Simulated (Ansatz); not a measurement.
System: ZnS (R3m, No. 160, 36 atoms in the cell; start mp-1196782; a measured phase of this formula has another space group). Method: r²SCAN (PAW; Ansatz, an electronic-structure program).

Run with plane-wave cutoff 560 eV, 8×8×8 k mesh, Fermi–Dirac smearing 0.01 eV, scalar-relativistic PAW data made under PBE.

Cell (relaxed at this level):

ZnS has the trigonal space group R3m, hexagonal axes (No. 160), Pearson symbol hR36. Cell: a = b = 3.8102 Å, c = 168.0850 Å, α = β = 90.00°, γ = 120.00°. Zn1 on 3a is surrounded by 4 S at 2.333 Å (tetrahedral). Zn2 on 3a has 4 S at 2.333 Å (tetrahedral). Zn3 on 3a is coordinated by 4 S at 2.333 Å (tetrahedral). Zn4 on 3a has 4 S at 2.333 Å (tetrahedral). Zn5 on 3a sees 4 S at 2.335–2.338 Å (tetrahedral). Zn6 on 3a sees 4 S at 2.333 Å (tetrahedral). Zn7 on 3a is coordinated by 4 S at 2.333 Å (tetrahedral). Zn8 on 3a sees 4 S at 2.333 Å (tetrahedral). 28 further independent sites are not listed. (Neighbours: up to the widest gap in distance over summed covalent radii, below 1.35, at either atom; cation-cation and far metal-metal contacts left out.)
(The calculation used a cell of 36 atoms; values per cell refer to that cell.)

Problem. What does this level give for the band gap?

Solution. 
- band gap: 2.71 eV (direct)

Computed values are for the static lattice.

It cost roughly 60 core-minutes of CPU time.

A start named mp-… is a Materials Project structure, which need not be a measured phase.
